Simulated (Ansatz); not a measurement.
Base system: an 8-atom supercell of HgTe in the zinc blende structure (space group F-43m, No. 216) at its relaxed geometry.

```yaml
crystal:
  lattice:
    - [-6.50991, 0.00000, 0.00000]
    - [0.00000, 0.00000, 6.50991]
    - [0.00000, 6.50991, 0.00000]
  atoms:
    - { symbol: Te, position: [0.25000, 0.75000, 0.75000] }
    - { symbol: Te, position: [0.75000, 0.75000, 0.25000] }
    - { symbol: Te, position: [0.75000, 0.25000, 0.75000] }
    - { symbol: Te, position: [0.25000, 0.25000, 0.25000] }
    - { symbol: Hg, position: [0.00000, 0.00000, 0.00000] }
    - { symbol: Hg, position: [0.50000, 0.00000, 0.50000] }
    - { symbol: Hg, position: [0.50000, 0.50000, 0.00000] }
    - { symbol: Hg, position: [0.00000, 0.50000, 0.50000] }
```

The values are results of plane-wave PAW DFT at the PBEsol level (Ansatz, an electronic-structure program, 420 eV), no spin-orbit coupling, earlier PAW set, not measurements.

Before the change:

Pressure: 0.0 GPa

One thing is altered: a neutral I on a Te site, atoms relaxed at fixed cell, starting from a slightly rattled geometry.

Tabulated Pauling electronegativity and covalent radius: Te 2.10, 1.38 Å; I 2.66, 1.39 Å.

Task: Estimate the effect on the pressure and largest displacement of a host atom from its site in the perfect cell.

Result: The pressure goes from zero to 2.7 GPa; the largest displacement of a host atom from its site in the perfect cell amounts to 0.18 Å.

In so small a cell the defect repeats every few ångströms: this is an ordered compound, not a dilute defect. The mesh was chosen for an insulator and is coarse for the gapless case. The final runs are not spin-polarised. The defect cell is not spin-polarised.
